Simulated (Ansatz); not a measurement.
Si (diamond structure), Σ9 (221) [1-10] symmetric tilt. One As atom replaces one Si atom in a bicrystal of 48 atoms (one solute to 45 Å² of one boundary, a high coverage); atoms relaxed, cell held. Energies count from the site farthest from both boundaries, which lies only 5.4 Å away; negative means that the solute is drawn to the site. The cell is neutral, and spin is allowed where the electrons are odd. k-points: Γ-centred 2×6×1 mesh; occupations: Fermi-Dirac, 0.050 eV; spin-polarised, moments started parallel. Spin-orbit coupling is left out.

Sites tried, by distance from the nearest boundary plane (Å): 0.20, 0.72, 1.14, 2.13.

Problem. Does As segregate by PBE in Ansatz (a program for electronic structure), and with what energy at each site?

Solution. 0.20 Å: -0.05 eV; 0.72 Å: -0.05 eV; 1.14 Å: -0.04 eV; 2.13 Å: 0.07 eV. No site tried binds it by more than 0.05 eV.
